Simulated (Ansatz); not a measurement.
A user runs Ansatz (a quantum-chemistry and plane-wave program) on GeSe (P4_2/mmc, 4 atoms in the cell) and asks whether the run is sound. The aim is a self-consistent single point with DFT, PBE, plane waves, default PAW files.

Cell that was meant: a = 3.9057 Å, b = 3.9057 Å, c = 6.8771 Å, α = 90.00°, β = 90.00°, γ = 90.00°.

Part of the input:

Ansatz 0.2 input:
```yaml
    - { symbol: Ge, position: [0.50000000, 0.00000000, 0.50000000] }
    - { symbol: Se, position: [0.00000000, 0.00000000, 0.25000000] }
    - { symbol: Se, position: [0.00000000, 0.00000000, 0.75000000] }
basis:
  ecutwfc: 40
kpoints:
  mp_grid: { grid: [6, 6, 4] }
hamiltonian:
```

The program printed (abridged):

```
   [... lines left out ...]
Symmetry: 16 space group operations
Space group: P42/mmc (ITA 131), of the structure as read, at distance tolerance 4.7e-5 Å
k-points: 30 of 144
Initial density: superposition of atomic densities (neutral atoms: chi_scale 0, normalization atom), corrected by the library's trained network
Initial wavefunctions: pseudopotential atomic-orbital guess
Eigensolver: davidson
Functional: x = pbe(κ = 0.804, μ = 0.2195149727645171), c = pbe(β = 0.06672455060314922)
SCF iter   1: F=—  HF=-17495.168030 eV  |F-HF|=—  |Δ(HF+E_count)|=         —  Δρ=2.20e0  dr2=3.96e3  ethr=1.77e-3  ⟨swp⟩=1.0  Hψ=1789  notcnv=0
all-band conjugate gradients solve this SCF's bands
preconditioner: auto → LDOS
SCF iter   2: F=—  HF=-13707.936013 eV  |F-HF|=—  |Δ(HF+E_count)|=    3.79e3  S|Δr|=    0.00e0  Δρ=2.86e-1  dr2=1.32e2  ethr=1.77e-3  ⟨swp⟩=6.2  Hψ=6565  notcnv=0  defer=41
   [... lines left out ...]
the search or the solves at the SCF's close seem to have found levels that the self-consistency loop had missed (the run counts 1) …
the last iteration of the SCF fills more bands at one k-point than at another …
SCF 1 converged in 8 iterations: F = -13617.780909 eV  dr2 = 5.49e-9
Stability not checked (fill_not_monotonic)
Free energy (F): -13617.780909 eV
Internal energy: -13617.780639 eV  (E = F + TS)
E sigma→0 (E₀):  -13617.780819 eV
Entropy (-TS):   -0.000270 eV (-0.068 meV/atom)
Fermi energy:    23.204024 eV
--- Forces (eV/Å), atoms counted from 1 ---
  atom   1  Ge     0.00000000    -0.00000000     0.00000000
   [... zero for the other atoms too ...]
--- Stress (GPa, compression-positive) ---
    -3930.810965       0.000000       0.000000
        0.000000   -3930.810965       0.000000
        0.000000       0.000000   -3905.041134
  P = ⅓ Tr σ = -3922.2210 GPa (-39222.210 kbar)
  The stress holds no Pulay correction (an occupied level lies too near the plane-wave cutoff): it is that at fixed plane waves, as pw.x and ABINIT print it
```

### Question
Is this run sound? If not, what is wrong?

### Answer
The run is not sound. The fault is this: a cutoff meant in Ry typed as a bare number, read as eV. A bare number is read in the key's own unit, and eV, Ry (13.6 eV) and Ha (27.2 eV) lie far apart, so the setting ends up far from the one that was meant. To fix it, convert the value to the unit that the key expects. The run converged in 8 iterations without an error; against the sound input the free energy rises by 1480 eV/atom and the pressure goes from 3.36 to -3922 GPa.

An input that runs soundly differs in these lines (not the only fix; some lines may just follow from the change or write a value another way):
```diff
-basis:
-  ecutwfc: 40
```

With that input, the run converged in 6 iterations: free energy E − TS (on the zero of these files) -19527.3569 eV; Fermi level (on the code's own zero) 7.10 eV; pressure 3.36 GPa (DFT, PBE, plane waves, default PAW files).

On the sound input: the starting cell was generated: these elements placed on a structure prototype, without a prior relaxation; it need not be a known phase or ordering of this composition. Its lattice was rescaled by a random factor within 2.5 % of one. With a pressure of about 3 GPa the cell is away from its equilibrium volume at this level. Ansatz's pressure includes its estimate of the finite-basis (Pulay) stress. The run gives no clean gap (levels at the Fermi energy touch, overlap or are partly filled at this smearing), which alone does not show that the compound is a metal.
